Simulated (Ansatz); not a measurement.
Results of r²SCAN+rVV10 (Ansatz, a first-principles code, PAW) for CaC2 (C2/m, No. 12; cell taken from a computed entry).

Run with plane-wave cutoff 500 eV, 12×12×6 k mesh (along the axes of the cell as run), Fermi–Dirac smearing 0.05 eV, scalar-relativistic PAW data made under PBE.

Cell (relaxed at this level):

```cif
data_C4Ca2
_chemical_formula_sum 'Ca2 C4'
_space_group_name_H-M_alt 'P 1'
_space_group_IT_number 1
_cell_length_a 4.04446
_cell_length_b 4.04446
_cell_length_c 7.37175
_cell_angle_alpha 104.987
_cell_angle_beta 104.987
_cell_angle_gamma 56.118
loop_
_space_group_symop_operation_xyz
  'x, y, z'
loop_
_atom_site_label
_atom_site_type_symbol
_atom_site_fract_x
_atom_site_fract_y
_atom_site_fract_z
_atom_site_occupancy
Ca1 Ca 0.79807 0.79807 0.75369 1
Ca2 Ca 0.20193 0.20193 0.24631 1
C1 C 0.07956 0.07956 0.56443 1
C2 C 0.92044 0.92044 0.43557 1
C3 C 0.45114 0.45114 0.05792 1
C4 C 0.54886 0.54886 0.94208 1
```

Question: What does this level give for the band gap?

Answer: 
* **band gap**: 2.56 eV (on the SCF k mesh)

Note: the relaxation could not lower the start's symmetry, so the cell can be a saddle point above a distorted one.

The computed numbers hold no vibrational or temperature effects.
